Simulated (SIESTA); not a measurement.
A self-consistent single point of SnF3 (Fm-3m, 8 atoms in the cell) with SIESTA

Method of the run: GGA PBEsol, numerical atomic orbitals DZP, PseudoDojo PBEsol standard norm-conserving potentials (rewritten from UPF to PSML) run with SIESTA.

This input was run:

```
# files in the folder: Sn.psml F.psml (PseudoDojo PBEsol standard)
SystemName  SnF3
SystemLabel siesta

NumberOfAtoms                8
NumberOfSpecies              2
%block ChemicalSpeciesLabel
  1 50 Sn
  2 9 F
%endblock ChemicalSpeciesLabel
LatticeConstant              1.0 Bohr
%block LatticeVectors
     0.000000000    8.149338088    8.149338088
     8.149338088    0.000000000    8.149338088
     8.149338088    8.149338088    0.000000000
%endblock LatticeVectors
AtomicCoordinatesFormat      Bohr
%block AtomicCoordinatesAndAtomicSpecies
     8.149338088    8.149338088    8.149338088  1
     0.000000000    0.000000000    0.000000000  1
     8.149338088   11.868533004    8.149338088  2
     8.149338088    4.430143171    8.149338088  2
     4.430143171    8.149338088    8.149338088  2
    11.868533004    8.149338088    8.149338088  2
     8.149338088    8.149338088   11.868533004  2
     8.149338088    8.149338088    4.430143171  2
%endblock AtomicCoordinatesAndAtomicSpecies

XC.functional                GGA
XC.authors                   PBEsol
PAO.BasisSize                DZP
PAO.EnergyShift              0.01 Ry
MeshCutoff                   400 Ry
%block kgrid.MonkhorstPack
    6   0   0  0.0
    0   6   0  0.0
    0   0   6  0.0
%endblock kgrid.MonkhorstPack
OccupationFunction           FD
ElectronicTemperature        0.05 eV

MaxSCFIterations             150
SCF.Mixer.Method             Pulay
SCF.Mixer.Weight             0.1
SCF.Mixer.History            8
SCF.DM.Tolerance             1.0E-05
Diag.ParallelOverK           true
WriteForces                  true
```

Output (repeated stretches shortened):

```
reinit: Reading from file input.fdf

reinit: System Name: SnF3
reinit: System Label: siesta

coor:   Atomic-coordinates input format  =     Cartesian coordinates
coor:                                            (in Bohr units)

siesta: Atomic coordinates (Bohr) and species
siesta:      8.14934   8.14934   8.14934  1        1
siesta:      0.00000   0.00000   0.00000  1        2
siesta:      8.14934  11.86853   8.14934  2        3
siesta:      8.14934   4.43014   8.14934  2        4
siesta:      4.43014   8.14934   8.14934  2        5
siesta:     11.86853   8.14934   8.14934  2        6
siesta:      8.14934   8.14934  11.86853  2        7
siesta:      8.14934   8.14934   4.43014  2        8

siesta: System type = bulk

initatomlists: Number of atoms, orbitals, and projectors:      8   114   142

siesta: ******************** Simulation parameters ****************************
redata: Spin configuration                          = none
redata: Time-Reversal Symmetry                      = T
redata: Number of Atomic Species                    =        2
redata: Mesh Cutoff                                 =   400.0000 Ry
redata: Net charge of the system                    =     0.0000 |e|
redata: Min. number of SCF Iter                     =        0
redata: Max. number of SCF Iter                     =      150
redata: SCF convergence failure will abort job
redata: SCF mix quantity                            = Hamiltonian
redata: Mix DM or H after convergence               =   F
redata: Recompute H after scf cycle                 =   F
redata: Mix DM in first SCF step                    =   T
redata: No kicks to SCF
redata: DM Mixing Weight for Kicks                  =     0.5000
redata: Require Harris convergence for SCF          =   F
redata: Harris energy tolerance for SCF             =     0.000100 eV
redata: Require DM convergence for SCF              =   T
   [... lines left out ...]
diag: Parallel distribution                         =     1 x     1
diag: Used triangular part                          = Lower
diag: Absolute tolerance                            =  0.100E-15
diag: Orthogonalization factor                      =  0.100E-05
diag: Memory factor                                 =  1.0000

superc: Internal auxiliary supercell:     5 x     5 x     5  =     125
superc: Number of atoms, orbitals, and projectors:   1000  14250  17750

                        Single-point calculation

superc: Internal auxiliary supercell:     5 x     5 x     5  =     125
superc: Number of atoms, orbitals, and projectors:   1000  14250  17750

outcell: Unit cell vectors (Ang):
        0.000000    4.312444    4.312444
        4.312444    0.000000    4.312444
        4.312444    4.312444    0.000000

outcell: Cell vector modules (Ang)   :    6.098717    6.098717    6.098717
outcell: Cell angles (23,13,12) (deg):     60.0000     60.0000     60.0000
outcell: Cell volume (Ang**3)        :    160.3985
new_DM -- step:     1
Initializing Density Matrix...

Attempting to read DM from file... Failed...
DM filled with atomic data:

InitMesh: MESH = 60 x 60 x 60 = 216000
InitMesh: Mesh cutoff (required, used) =   400.000   401.254 Ry

stepf: Fermi-Dirac step function
        iscf     Eharris(eV)        E_KS(eV)     FreeEng(eV)     dDmax    Ef(eV) dHmax(eV)
   scf:    1    -8293.841458    -8288.349647    -8288.349647  1.614655 -4.405970  6.964620
   scf:    2    -8289.872618    -8289.142634    -8289.142634  0.027490 -4.281911  5.814628
   scf:    3    -8290.760116    -8290.262534    -8290.262534  0.095126 -4.197681  1.975729
   scf:    4    -8290.315897    -8290.311781    -8290.311781  0.048303 -4.845064  0.506111
   scf:    5    -8290.196844    -8290.298836    -8290.298836  0.034318 -4.817251  0.568003
   scf:    6    -8290.346585    -8290.341042    -8290.341042  0.022580 -4.823749  0.096939
   scf:    7    -8290.339095    -8290.340120    -8290.340120  0.002117 -4.835075  0.137479
   scf:    8    -8290.343290    -8290.342274    -8290.342274  0.004260 -4.822415  0.011462
   scf:    9    -8290.342295    -8290.342289    -8290.342289  0.000383 -4.821127  0.001985
   scf:   10    -8290.342289    -8290.342289    -8290.342289  0.000058 -4.821036  0.002632
   scf:   11    -8290.342289    -8290.342289    -8290.342289  0.000039 -4.820951  0.000194
   scf:   12    -8290.342289    -8290.342289    -8290.342289  0.000003 -4.820932  0.000033
SCF Convergence by DM+H criterion
max |DM_out - DM_in|         :     0.0000030225
max |H_out - H_in|      (eV) :     0.0000332663
SCF cycle converged after 12 iterations

Using DM_out to compute the final energy and forces

siesta: E_KS(eV) =            -8290.3423

siesta: E_KS - E_eggbox =     -8290.3423

siesta: Atomic forces (eV/Ang):
     1    0.000000    0.000000    0.000000
     2   -0.000000   -0.000000   -0.000000
     3    0.000124    0.667583    0.000124
     4   -0.000124   -0.667583   -0.000124
     5   -0.667583   -0.000124   -0.000124
     6    0.667583    0.000124    0.000124
     7    0.000124    0.000124    0.667583
     8   -0.000124   -0.000124   -0.667583
   Tot   -0.000000   -0.000000   -0.000000
   Max    0.667583
   Res    0.333792    sqrt( Sum f_i^2 / 3N )
   Max    0.667583    constrained

Stress tensor Voigt[x,y,z,yz,xz,xy] (kbar):      -22.72      -22.72      -22.72       -0.11       -0.11       -0.11
(Free)E + p*V (eV/cell)    -8288.0678
Target enthalpy (eV/cell)    -8290.3423

siesta: Program's energy decomposition (eV):
siesta: Ebs     =     -1268.615724
siesta: Eions   =     10203.802814
siesta: Ena     =      1322.609399
siesta: Ekin    =      5226.977370
siesta: Enl     =     -2577.999844
siesta: Eso     =         0.000000
siesta: Edftu   =         0.000000
siesta: DEna    =        15.322344
siesta: DUscf   =         2.737475
siesta: DUext   =         0.000000
siesta: Ex      =     -1946.140905
siesta: Ec      =      -130.045315
siesta: Exc     =     -2076.186220
siesta: Eharris =     -8290.342289
siesta: Etot    =     -8290.342289
siesta: FreeEng =     -8290.342289

siesta: Atomic forces (eV/Ang):
siesta:      1    0.000000    0.000000    0.000000
siesta:      2   -0.000000   -0.000000   -0.000000
siesta:      3    0.000124    0.667583    0.000124
siesta:      4   -0.000124   -0.667583   -0.000124
siesta:      5   -0.667583   -0.000124   -0.000124
siesta:      6    0.667583    0.000124    0.000124
siesta:      7    0.000124    0.000124    0.667583
siesta:      8   -0.000124   -0.000124   -0.667583
siesta: ----------------------------------------
siesta:    Tot   -0.000000   -0.000000   -0.000000

siesta: Stress tensor (static) (eV/Ang**3):
siesta:    -0.014181   -0.000071   -0.000071
siesta:    -0.000071   -0.014181   -0.000071
siesta:    -0.000071   -0.000071   -0.014181

siesta: Cell volume =        160.398536 Ang**3

siesta: Pressure (static):
siesta:                Solid            Molecule  Units
siesta:           0.00015445         -0.00002398  Ry/Bohr**3
siesta:           0.01418050         -0.00220218  eV/Ang**3
siesta:          22.71967045         -3.52828821  kBar
```

The run converged in 12 iterations.

The starting cell comes from a database of computed structures (which also holds hypothetical and non-ambient phases and stackings), without a prior relaxation at this level. Its lattice was rescaled by a random factor within 2.5 % of one. Values carry the incompleteness of an atom-centred basis.

Cost on one core of a shared machine: roughly 40 s.
